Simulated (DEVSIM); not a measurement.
**abrupt GaAs n-p junction**

Device: abrupt GaAs n-p junction, at 300 K.

```tsv
layer (left to right)	material	thickness (μm)	Nd (cm⁻³)	Na (cm⁻³)	τn (s)	τp (s)
1	GaAs	25.0	1.4e17	-	6.7e-10	6.7e-10
2	GaAs	2.50	-	3.6e16	6.7e-10	6.7e-10
```

Left contact: ohmic. Right contact: ohmic. Voltage is applied to the left contact. Recombination: SRH at mid-gap, radiative, Auger. Mobility is constant in doping.

This is a model device: material constants are rounded textbook-type values typed into the input, and sizes, dopings and lifetimes were drawn at random. Values at 300 K.

| parameter | GaAs |
|---|---|
| gap (eV) | 1.424 |
| affinity (eV) | 4.07 |
| permittivity | 12.9 |
| Nc (cm⁻³) | 4.7e17 |
| Nv (cm⁻³) | 9e18 |
| μn (cm²/Vs) | 8500 |
| μp (cm²/Vs) | 400 |
| B (cm³/s) | 2e-10 |
| Cn (cm⁶/s) | 1e-30 |
| Cp (cm⁶/s) | 1e-30 |

Simulated with DEVSIM: 1D drift-diffusion, Boltzmann statistics, complete ionisation; no tunnelling, impact ionisation, image-force lowering or self-heating.

```yaml
potential_step_across_the_device_at_zero_bias: 1.250 V
largest_field_in_the_device_at_zero_bias: 98000 V/cm
Dark forward voltage at 1 A/cm²: 0.985 V
Dark forward voltage at 100 A/cm²: 1.112 V
```

Small-signal capacitance in reverse bias (quasi-static):

| V (V) | C (nF/cm²) |
|---|---|
| 0.2 | 43.3 |
| 0.5 | 39.3 |
| 1 | 34.5 |
| 1.5 | 31.2 |
| 2 | 28.6 |
| 3 | 25.0 |
| 4 | 22.5 |
| 5 | 20.6 |
| 6.5 | 18.5 |
| 8 | 16.9 |
| 10 | 15.3 |

Dark forward current:

```csv
V (V),J (A/cm²)
-0.05,-5.3e-10
-0.10,-1.9e-9
-0.20,-1.5e-8
-0.25,-4.0e-8
-0.30,-1.1e-7
-0.35,-3.0e-7
-0.45,-2.2e-6
-0.50,-6.0e-6
-0.55,-1.7e-5
-0.60,-4.6e-5
-0.70,-0.00036
-0.75,-0.0011
-0.80,-0.0034
-0.85,-0.012
-0.95,-0.29
-1.00,-1.7
-1.05,-11
-1.10,-68
-1.20,-1200
-1.25,-2600
```
